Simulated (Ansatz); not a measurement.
Consider LiF in the rock salt structure (space group Fm-3m, No. 225; a = 4.068 Å).

The values are results of Ansatz (a program for electronic structure) PBE, no spin-orbit coupling, not measurements.

For the base:

- Width of the top valence band: 0.95 eV

One thing is altered: an isotropic linear strain of −2.50 %; the atoms relax in the strained cell.

Task: Predict the new energy relative to the base.

Result: The energy goes up by 11 meV/atom.

Task: How does this affect the width of the top valence band?

Result: The width of the top valence band grows by 0.113 eV to 1.07 eV.

The levels and masses belong to the bands next to the band gap. Whether these cells are dynamically stable was not tested.
